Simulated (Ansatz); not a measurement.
## GaAs (model structure, within 0.1 Å of P6₄22, No. 181, 6 atoms in the cell)

These are r²SCAN+rVV10 (PAW; Ansatz, an electronic-structure program) values and carry that method's errors.

Settings: plane-wave cutoff 560 eV, 18×18×6 k mesh (along the axes of the cell as run), Fermi–Dirac smearing 0.05 eV, scalar-relativistic PAW data made under PBE.

Cell (relaxed at this level):

```
GaAs
1.0
    4.00750     0.00000     0.00000
   -2.00375     3.47059     0.00000
    0.00000     0.00000     8.82823
Ga As
3 3
Direct
  0.00000   0.49978   0.66667
  0.50022   0.50022   0.00000
  0.49978   0.00000   0.33333
  0.00000   0.49989   0.16667
  0.50011   0.50011   0.50000
  0.49989   0.00000   0.83333
```

- band gap: 0.04 eV (under three smearing widths, so not firm)
- smallest direct gap on the k points sampled: 0.19 eV

Spin–orbit coupling is not included; it can close the smallest gap of 0.04 eV.

A model structure was made by putting elements into a prototype or built by hand; it is no filed structure, need not be a known phase, and can be a saddle point held by its symmetry.
